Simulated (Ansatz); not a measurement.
Take TiAl (space group P4/mmm, No. 123; a = 2.766 Å, c = 4.002 Å; relaxed with 0.1 eV smearing) as the base.

Level of theory: LDA/PAW in Ansatz (a program for electronic structure), no SOC.

Base values:

- Pressure = 0.0 GPa

It is then changed as follows: every lattice vector is shortened by 0.50 %, atoms relaxed at fixed cell.

What happens to the energy relative to the base and pressure?

The energy rises by 1.4 meV/atom; the pressure (mean of the normal stresses, compression positive) goes from zero to 2.0 GPa.

The cells carry an imposed strain or load. Whether these cells are dynamically stable was not tested. All final runs are without spin polarisation.
